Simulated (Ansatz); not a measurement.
## Response to strain in hypothetical Pm-3n GaN

Take GaN (space group Pm-3n, No. 223; a hypothetical phase, not in the database extracts checked) as the base.

```yaml
crystal:
  lattice:
    - [5.51311, 0.00000, 0.00000]
    - [0.00000, 5.51311, 0.00000]
    - [0.00000, 0.00000, 5.51311]
  atoms:
    - { symbol: Ga, position: [0.25000, 0.00000, 0.50000] }
    - { symbol: Ga, position: [0.50000, 0.25000, 0.00000] }
    - { symbol: Ga, position: [0.50000, 0.75000, 0.00000] }
    - { symbol: Ga, position: [0.75000, 0.00000, 0.50000] }
    - { symbol: Ga, position: [0.00000, 0.50000, 0.75000] }
    - { symbol: Ga, position: [0.00000, 0.50000, 0.25000] }
    - { symbol: N, position: [0.25000, 0.50000, 0.00000] }
    - { symbol: N, position: [0.00000, 0.25000, 0.50000] }
    - { symbol: N, position: [0.00000, 0.75000, 0.50000] }
    - { symbol: N, position: [0.75000, 0.50000, 0.00000] }
    - { symbol: N, position: [0.50000, 0.00000, 0.75000] }
    - { symbol: N, position: [0.50000, 0.00000, 0.25000] }
```

Cartesian axes are those of the cell as printed.

Strains are applied to the cell and any free atomic positions relax; under biaxial strain the out-of-plane vector relaxes too; under stress the whole cell relaxes.

The values are results of Ansatz (a program for electronic structure), PBEsol, PAW, cutoff 420 eV, no spin-orbit coupling, not measurements.

Notes on the quantities. pressure: mean of the normal stresses, compression positive; energy relative to the base: free energy F.

```tsv
change	pressure	energy relative to the base	space group	volume per atom	electron mass
base	0.01 GPa	0 meV/atom	Pm-3n (No. 223)	13.96 Å³	0.20 mₑ (at Γ)
biaxial strain −0.54 %, plane normal [001], relaxed out of plane	1.20 GPa	+0.8 meV/atom	P4_2/mmc (No. 131)	13.85 Å³	0.21 mₑ (at Γ)
isotropic strain −3.26 %	18.44 GPa	+70 meV/atom	Pm-3n (No. 223)	12.64 Å³	0.25 mₑ (at Γ)
isotropic strain +1.11 %	-4.59 GPa	+6.9 meV/atom	Pm-3n (No. 223)	14.43 Å³	0.19 mₑ (at Γ)
uniaxial stress, 3 GPa tension along x	–	+1.5 meV/atom	P4_2/mmc (No. 131)	14.06 Å³	0.20 mₑ (at Γ)
```

The levels and masses belong to the bands next to the band gap. Masses are band curvatures over ±0.01 Å⁻¹ around the edge. Stability under load was not tested beyond the relaxation.
